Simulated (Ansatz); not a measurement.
Si₃N₄ (P6₃/m, No. 176), treated with r²SCAN in Ansatz (plane waves, PAW).

Numerical settings: plane-wave cutoff 600 eV, 6×6×14 k mesh (along the axes of the cell as run), finite displacements, scalar-relativistic PAW data made under PBE.

Cell (relaxed at this level):

```
CELL_PARAMETERS angstrom
      7.60548     0.00000     0.00000
     -3.80274     6.58654     0.00000
      0.00000     0.00000     2.90561
ATOMIC_POSITIONS crystal
  Si 0.17543 0.76939 0.25000
  Si 0.40604 0.17543 0.75000
  Si 0.23061 0.40604 0.25000
  Si 0.82457 0.23061 0.75000
  Si 0.59396 0.82457 0.25000
  Si 0.76939 0.59396 0.75000
  N  0.33333 0.66667 0.25000
  N  0.66667 0.33333 0.75000
  N  0.33032 0.03126 0.25000
  N  0.29906 0.33032 0.75000
  N  0.96874 0.29906 0.25000
  N  0.66968 0.96874 0.75000
  N  0.70094 0.66968 0.25000
  N  0.03126 0.70094 0.75000
```

Predict the high-frequency dielectric constant (mean over three axes) and dielectric constant ε0 (ions relaxed) (mean over three axes).


high-frequency dielectric constant (mean over three axes): 4.00
dielectric constant ε0 (ions relaxed) (mean over three axes): 7.70

Ansatz is a program for electronic structure.
